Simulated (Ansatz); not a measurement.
```
CELL_PARAMETERS angstrom
      4.98183     0.00000     0.00000
      2.49091     4.31439     0.00000
      2.49091    -1.43813     4.59019
ATOMIC_POSITIONS crystal
  Ga 0.70970 0.64515 0.93545
  Ga 0.70970 0.14515 0.43545
  Ga 0.29030 0.35485 0.06455
  Ga 0.29030 0.85485 0.56455
  O  0.50000 0.44643 0.25000
  O  0.80357 0.75000 0.25000
  O  0.50000 0.55357 0.75000
  O  0.80357 0.94643 0.75000
  O  0.19643 0.25000 0.75000
  O  0.19643 0.05357 0.25000
```

No spin polarisation.

Method: Kohn–Sham DFT with the PBE functional, run in Ansatz (a first-principles code) with PAW and 420 eV plane waves, no spin-orbit coupling. k-mesh 8×8×8 (Γ-centred); smearing 0.05 eV (Fermi–Dirac).

Predict the mean in-plane stress (compression positive).

+6.8 GPa.

Predict the width of the top valence band.

0.43 eV.

Predict the gap character.

Indirect, Γ–S₀ (50 % along) → Γ.

The cells carry an imposed strain or load. Stability against distortions was not tested. The cell was made from Ga₂O₃ in the corundum structure (space group R-3c, No. 167) by this change: biaxial strain −1.50 %, plane normal [001], relaxed out of plane.
